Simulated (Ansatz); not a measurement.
## BaTiO3 in the cubic perovskite structure (space group Pm-3m, No. 221)

```
CELL_PARAMETERS angstrom
      4.01924     0.00000     0.00000
      0.00000     4.01924     0.00000
      0.00000     0.00000     4.01924
ATOMIC_POSITIONS crystal
  Ba 0.00000 0.00000 0.00000
  Ti 0.50000 0.50000 0.50000
  O  0.00000 0.50000 0.50000
  O  0.50000 0.50000 0.00000
  O  0.50000 0.00000 0.50000
```

All numbers come from PBE (Ansatz, a quantum-chemistry and plane-wave program, PAW, no SOC). Γ-centred 8×8×8 mesh, Fermi–Dirac width 0.05 eV.

| Property | Value |
|---|---|
| Volume per atom | 12.99 Å³ |
| Density | 5.96 g/cm³ |
| Band gap | 1.78 eV, indirect, R → Γ |
| Lowest conduction-band minima above the VBM | Γ 1.78 eV |
| Total energy | -2031.913 eV/atom (σ→0; compares only within this code and set-up) |

No phonon test of stability was made. All final runs are without spin polarisation. Many cubic perovskites are stable only at high temperature; tilts and polar distortions were not tested. This is not the structure that BaTiO3 has at room temperature and ambient pressure.
